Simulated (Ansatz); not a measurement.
What pressure −2 GPa does to Zr3N4

Start from Zr3N4 (space group I-43d, No. 220; a = 6.703 Å).

Now apply this change: hydrostatic tension (pressure −2 GPa).

Level of theory: Kohn–Sham DFT with the PBEsol functional, run in Ansatz (a quantum-chemistry and plane-wave program) with PAW and 420 eV plane waves, no SOC. Γ-centred 6×6×6 mesh, Fermi–Dirac width 0.05 eV.

- Volume per atom: 10.85 Å³ (base 10.75 Å³)
- Lattice parameter a: 6.721 Å (base 6.703 Å)
- Shortest interatomic distance: 2.234 Å (base 2.232 Å)
- Enthalpy H = E + PV relative to the base's energy: -0.13 eV/atom
- Band gap: 0.72 eV (base 0.75 eV)
- Gap character: direct at Γ (base direct at Γ)
- Width of the top valence band: 1.34 eV (base 1.32 eV)
- Electron mass (degenerate bands, along [100]): 0.30, 0.42 mₑ (at Γ) (base 0.30, 0.42 mₑ (at Γ))

Final structure:

```xyz
14
Lattice="-3.3607 3.3607 3.3607 3.3607 -3.3607 3.3607 3.3607 3.3607 -3.3607" Properties=species:S:1:pos:R:3 pbc="T T T"
Zr     0.0000     5.0411     0.8402
Zr     0.0000     1.6804     2.5205
Zr     0.8402     0.0000     5.0411
Zr     2.5205     0.0000     1.6804
Zr     5.0411     0.8402     0.0000
Zr     1.6804     2.5205     0.0000
N      2.1519     2.1519     2.1519
N      0.4715    -0.4715     2.8892
N      1.2088     4.5695    -1.2088
N      2.8892     0.4715    -0.4715
N     -1.2088     1.2088     4.5695
N      0.4715     0.4715     0.4715
N      4.5695    -1.2088     1.2088
N     -0.4715     2.8892     0.4715
```

Load acts through the strain it causes; cell and atoms are relaxed under it. Effective masses come from finite differences of ±0.01 Å⁻¹. No phonon test of stability was made.
